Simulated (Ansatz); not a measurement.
TbAg2 (I4/mmm, No. 139)

Level of theory: PBEsol in Ansatz (plane waves, PAW).

Settings: plane-wave cutoff 520 eV, 20×20×20 k mesh, Fermi–Dirac smearing 0.05 eV, spin-polarised with parallel moments, scalar-relativistic PAW data made under PBE.

Cell: relaxed at this level.

```
Item                  Result
------------------  --------
band gap                none
lattice constant a   3.671 Å
c axis length        9.251 Å
bulk modulus B0     79.0 GPa
```

Note: the magnetic order was assumed, not searched for or taken from measurement; the 4f shell is treated without U or exact exchange, so its levels and filling can be wrong; the bulk modulus is −V dP/dV from two relaxed cells at ±2 % in volume.

Spin–orbit coupling is not included.

Ansatz is a quantum-chemistry and plane-wave program.
